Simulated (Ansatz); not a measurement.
**Evanescent states of SnS₂ (P-3m1, CdI2 type, 3 atoms a cell, 22.6 Å³ an atom) along the normal of (100)**

Level of theory: PBEsol (plane waves, PAW; Ansatz, an electronic-structure program).

The gap is the functional's own. No spin-orbit coupling. Mid-gap values are those at the computed energy nearest the middle.

Energies count from the valence-band top; κ is the least over a 8×6 mesh across the current.

```tsv
E (eV)	κ (1/Å)	where
0.04	0.102	off Γ
0.10	0.147	off Γ
0.17	0.157	off Γ
0.24	0.164	off Γ
0.32	[?]	off Γ
0.39	[?]	Γ
0.46	[?]	Γ
0.53	[?]	Γ
0.59	[?]	Γ
0.67	[?]	Γ
0.73	[?]	Γ
0.81	[?]	Γ
0.88	0.142	Γ
0.94	0.128	off Γ
1.01	0.109	off Γ
1.08	0.085	off Γ
```

Problem. Fill in the missing entries.

Solution. 
- 0.32, κ (1/Å): 0.171
- 0.39, κ (1/Å): 0.168
- 0.46, κ (1/Å): 0.163
- 0.53, κ (1/Å): 0.159
- 0.59, κ (1/Å): 0.156
- 0.67, κ (1/Å): 0.153
- 0.73, κ (1/Å): 0.150
- 0.81, κ (1/Å): 0.146
